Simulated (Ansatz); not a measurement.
The slab is Si(111) 1x1 surface, 6 top atoms, 3 bilayers, bottom bilayer H-capped and fixed, every top atom capped by Br; cell 11.5 x 6.6 Å; about 7 Å thick over the host's atoms, 18 atoms held. Calculation: PBE-D3(BJ) (plane waves to 420 eV, PAW; Ansatz, a program for electronic structure). Sampling: 1x2x1 k points. The slab states were run without spin polarisation. No spin-orbit coupling. A thicker slab, a larger cell or a denser mesh can move such energies by a tenth of an eV or more. All energies are electronic energies at 0 K, without vibrations. Each state was relaxed from one prepared geometry.

One SiF2 a cell is brought to Si(111):Br. Relaxed result near the molecule:

```
atom    x (Å)   y (Å)   z (Å)
------  -----  ------  ------
Si(b0)  5.354   1.000  14.476
F(b1)   3.833   1.461  14.809
F(b2)   5.265  -0.591  14.795
```

Problem. What is the adsorption energy against the free SiF2 and the slab before, and how much of it is dispersion?

Solution. -0.27 eV (negative: bound); the D3 term gives -0.24 eV of it. Its closest contacts to the rest of the cell: Si(b0)...Br(30) 3.32 Å, F(b1)...Br(30) 3.40 Å, F(b2)...Br(30) 3.45 Å.
